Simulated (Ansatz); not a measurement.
**PtS2: pressure series**

Take PtS₂ in the CdI2 type structure (space group P-3m1, No. 164; a = 3.584 Å, c = 4.656 Å; layered, stacked along the Cartesian z axis) as the base.

Cell and atoms are relaxed at each pressure.

Method: Ansatz (an electronic-structure program) PBE-D3(BJ), no spin-orbit coupling.

Two rows of this table had their results exchanged by mistake.

```
pressure          volume per atom (Å³)  shortest distance (Å)  band gap
----------------  --------------------  ---------------------  --------
pressure −1 GPa                  17.82                  2.398   0.25 eV
pressure 3 GPa                   16.35                  2.386      zero
pressure 7 GPa                   15.66                  2.373      zero
pressure 15 GPa                  14.73                  2.351      zero
pressure 30 GPa                  11.83                  2.245      zero
pressure 50 GPa                  12.67                  2.281      zero
pressure 75 GPa                  13.63                  2.317      zero
pressure 100 GPa                 11.20                  2.216      zero
```

Q: Which two?

A: The rows for pressure 30 GPa and pressure 75 GPa: the volume has to fall steadily with pressure, so 13.63 Å³ belongs to pressure 30 GPa and 11.83 Å³ to pressure 75 GPa.

With Pt present, leaving out spin-orbit coupling can change the band edges. Load acts through the strain it causes; cell and atoms are relaxed under it. Stability against distortions was not tested. Competing high-pressure phases were not computed. All final runs are without spin polarisation. A zero or small gap of PtS2 can be the functional's error rather than a property of the material.
